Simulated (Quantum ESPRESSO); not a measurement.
Checking a run of Quantum ESPRESSO on MoS2 (P6_3/mmc, 6 atoms in the cell). The aim is a self-consistent single point with DFT, LDA (PZ), plane waves, GBRV 1.5 ultrasoft (LDA) pseudopotentials.

Cell that was meant: a = 3.1415 Å, b = 3.1415 Å, c = 12.9965 Å, α = 90.00°, β = 90.00°, γ = 120.00°.

Part of the input:

```fortran
/
&SYSTEM
 ibrav = 0
 celldm(1) = 3.1414709324
 nat = 6
 ntyp = 2
 ecutwfc = 40
[...]
CELL_PARAMETERS {alat}
   1.0000000000     0.0000000000     0.0000000000
  -0.5000000000     0.8660254038     0.0000000000
   0.0000000000     0.0000000000     4.1370833763
```

Output (repeated stretches shortened):

```
     Message from routine setup:
     using ibrav=0 with symmetry is DISCOURAGED, use correct ibrav instead
     G-vector sticks info
   [... lines left out ...]
        k(    1) = (   0.0000000   0.0000000   0.0000000), wk =   0.0100000
        k(    2) = (   0.0000000   0.0000000  -0.1208581), wk =   0.0100000
        k(    3) = (   0.0000000   0.1154701   0.0000000), wk =   0.0600000
   [... 25 lines left out ...]

     Dense  grid:    10653 G-vectors     FFT dimensions: (  18,  18,  80)

     Smooth grid:     3773 G-vectors     FFT dimensions: (  15,  15,  54)

     Initial potential from superposition of free atoms

     starting charge      51.9982, renormalised to      52.0000
     Self-consistent Calculation

     iteration #  1     ecut=    40.00 Ry     beta= 0.70

     total energy              =    -319.80201641 Ry
     estimated scf accuracy    <      16.68209649 Ry

     iteration #  2     ecut=    40.00 Ry     beta= 0.70

     total energy              =    -320.16949870 Ry
     estimated scf accuracy    <      50.14245979 Ry

     iteration #  3     ecut=    40.00 Ry     beta= 0.70

     total energy              =    -329.57235418 Ry
     estimated scf accuracy    <       0.07244233 Ry

   [... 6 blocks of this kind left out ...]

     iteration # 10     ecut=    40.00 Ry     beta= 0.70

     total energy              =    -329.63455379 Ry
     estimated scf accuracy    <          4.0E-11 Ry

     iteration # 11     ecut=    40.00 Ry     beta= 0.70
     End of self-consistent calculation

     highest occupied, lowest unoccupied level (ev):    86.0278   82.0109

!    total energy              =    -329.63455379 Ry
     estimated scf accuracy    <          6.9E-13 Ry

     convergence has been achieved in  11 iterations

     Forces acting on atoms (cartesian axes, Ry/au):

     atom    1 type  1   force =     0.00000000   -0.00000000    0.00000000
     atom    2 type  1   force =    -0.00000000    0.00000000    0.00000000
     atom    3 type  2   force =     0.00000000    0.00000000   10.58177150
     atom    4 type  2   force =     0.00000000    0.00000000  -10.58177150
     atom    5 type  2   force =    -0.00000000    0.00000000   10.58177150
     atom    6 type  2   force =     0.00000000    0.00000000  -10.58177150

     Total force =    21.163543     Total SCF correction =     0.000001

          total   stress  (Ry/bohr**3)                   (kbar)     P=    96919.82
   0.66055342   0.00000000  -0.00000000        97170.76        0.00       -0.00
   0.00000000   0.66055342   0.00000000            0.00    97170.76        0.00
  -0.00000000   0.00000000   0.65543570           -0.00        0.00    96417.92

   JOB DONE.
```

Problem. Is this run sound? If not, what is wrong?

Solution. The run is not sound. The fault is this: cell lengths typed in angstrom where bohr is read. 1 bohr is 0.529 Å, so a mix-up scales every length by 1.89 or 0.529 and the volume by 6.75 or 0.148. To fix it, give the lengths in the unit that the key or card expects. The run converged in 11 iterations without an error; against the sound input the free energy goes up by 105 eV/atom, the pressure goes from 0.17 to 9692 GPa and the largest force goes from 0.375 to 272.1 eV/Å.

An input that runs soundly differs in these lines (not the only fix; some lines may just follow from the change or write a value another way):
```diff
- celldm(1) = 3.1414709324
+ celldm(1) = 5.9365190643
-   0.0000000000     0.0000000000     4.1370833763
+   0.0000000000     0.0000000000     4.1370840765
```

With that input, the run converged in 16 iterations: free energy E − TS -5112.8428 eV; pressure 0.17 GPa; largest force (vector length) 0.375 eV/Å (DFT, LDA (PZ), plane waves, GBRV 1.5 ultrasoft (LDA) pseudopotentials).

On the sound input: the starting cell comes from a database of computed structures (which also holds hypothetical and non-ambient phases and stackings), without a prior relaxation at this level. Its lattice was rescaled by a random factor within 2.5 % of one. Spin polarisation is off.
